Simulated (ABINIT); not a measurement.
Pressure against volume in zinc-blende BAs (space group 216) (ABINIT, LDA)

```
CELL_PARAMETERS angstrom
      0.00000     2.29705     2.29705
      2.29705     0.00000     2.29705
      2.29705     2.29705     0.00000
ATOMIC_POSITIONS crystal
  B  0.00000 0.00000 0.00000
  As 0.75000 0.75000 0.75000
```

Method of the run: LDA (PW92), norm-conserving pseudopotentials (PseudoDojo nc-sr-04 LDA standard) (plane waves; ABINIT). Settings: pseudos = [B.upf, As.upf]; ecut = 52 Ha; occopt = 3; tsmear = 0.00036749 Ha; ngkpt = 12 12 12; nshiftk = 1; shiftk = 0 0 0; potentials = PseudoDojo nc-sr-04 LDA standard; nband = 14; kptopt = 1; nstep = 60; tolvrs = 1e-12. The cell above is the first row's. The rows scale it uniformly. In all rows fractional positions and the k mesh are held.

```
V (Å^3/atom)  P (GPa)
------------  -------
12.120              ?
12.384          11.29
12.647           7.43
12.911           3.94
13.174           0.79
13.438          -2.06
13.701          -4.64
13.965          -6.98
14.228          -9.08
```

Fit P of the 8 rows that show it with a cubic. With u = V - 13.3, the rows have u = -0.9160, -0.6530, -0.3890, -0.1260, 0.1380, 0.4010, 0.6650, 0.9280. Least squares gives P = -0.611 - 10.8400·u + 2.0951·u² - 0.2728·u³. Residuals (row less fit): 0.004, -0.007, 0.001, 0.001, 0.008, -0.001, -0.007, 0.004; standard error 0.007 (degrees of freedom: 4). The fitted pressure is zero at V0 = 13.24, where dP/dV = -11.08, so B0 = -V0·dP/dV = 147 GPa.

Q: Estimate the missing P (V = 12.120); what did the run itself give?

A: u = -1.1800, so P = -0.611 - 10.8400 × (-1.1800) + 2.0951 × (-1.1800)² - 0.2728 × (-1.1800)³ = 15.546 GPa. The calculation gives 15.56 GPa, 0.014 GPa above the prediction (0.1 % of the range of P in the table). The row lies outside the fitted rows, so this is an extrapolation. From the scatter of the fitted rows alone, a prediction at this place has a standard error of 0.018 GPa, so the miss is 0.8 times that.

Carrying the step between the two nearest rows on in a straight line would have given 15.16, off by 0.40; series whose last step already gives the withheld value aren't shown. The scan was laid around a cell of about the measured size, scaled by a guess for this functional. The runs keep the symmetry of the cell, so they don't test it for distortions. Cutoffs and mesh are single choices, not tested for convergence of this quantity. Series with a scatter that would blur these digits, or in which a gap closes, are not shown.
